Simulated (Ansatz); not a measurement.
The parent structure is a 12-atom supercell of Sb in the A7 type structure (space group R-3m, No. 166; a = 4.3286 Å, c = 11.3496 Å (hexagonal axes); layered) at its relaxed geometry.

Computed with r2SCAN+rVV10/PAW in Ansatz (a program for electronic structure), no spin-orbit coupling, earlier PAW set.

For the base:

* **Pressure**: 0.0 GPa

One thing is altered: a neutral P on a Sb site, atoms relaxed at fixed cell, starting from a slightly rattled geometry.

Task: What does the calculation give for the shift of the substituted atom off its lattice site after the change?

Result: The shift of the substituted atom off its lattice site amounts to 0.21 Å.

Task: How does this affect the pressure?

Result: The pressure goes from zero to -1.5 GPa.

The cell is small, so the values are those of an ordered compound at a high defect concentration; dilute-limit values will differ. All final runs are without spin polarisation. The defect cell is not spin-polarised.
